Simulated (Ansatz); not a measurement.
Take Al in the fcc (Cu type) structure (space group Fm-3m, No. 225; a = 3.994 Å; relaxed with 0.1 eV smearing) as the base. Axes: x, y, z lie along the cube axes.

The values are results of Ansatz (a quantum-chemistry and plane-wave program), r2SCAN, PAW, cutoff 500 eV, spin-orbit coupling left out, not measurements.

The change: an isotropic linear strain of −2.50 %, atoms relaxed at fixed cell.

### Question
Predict the stress tensor and what it implies for the stiffness.

### Answer
Stress of the strained cell less that of the base (GPa, compression positive):
```
    8.3     0.0     0.0
    0.0     8.3     0.0
    0.0     0.0     8.3
```

Then B = −ΔP/(ΔV/V₀) with ΔV/V₀ = -0.0731 gives secant stiffness values (nonlinear terms included at this strain): B ≈ 113 GPa.

As a check, the harmonic strain energy −½ V₀ Δσ:ε is 31 meV/atom; the computed energy rise is 28 meV/atom.

Stability against distortions was not tested.
